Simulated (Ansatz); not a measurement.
A constructed model of the (100) surface of rock-salt TiN, a layer of Ag, one atom over each N (bottom of the slab: a bare face, its two planes held)

Method: PBE (plane waves to 420 eV, PAW; Ansatz, an electronic-structure program).

Set-up: 13 atoms, 13.0 Å thick at the start with caps and adatoms (thin: gaps and levels are the slab's own); mesh 12x12x1; 0.1 eV smearing; dipole correction on; 4 atoms held, the rest relaxed; held to the start's symmetry, so lower structures may exist; no spin, no spin-orbit, no U. In PBE it is, or lies within 0.01 eV a 1x1 cell of, the lowest of the 2 structures of its composition computed so far; subsurface sites and larger cells were not tried.

```json
{
 "work_function_of_the_top_face": "4.77 eV",
 "energy_released_by_relaxation": "0.068 eV",
 "cost": "roughly 3 core-minutes"
}
```
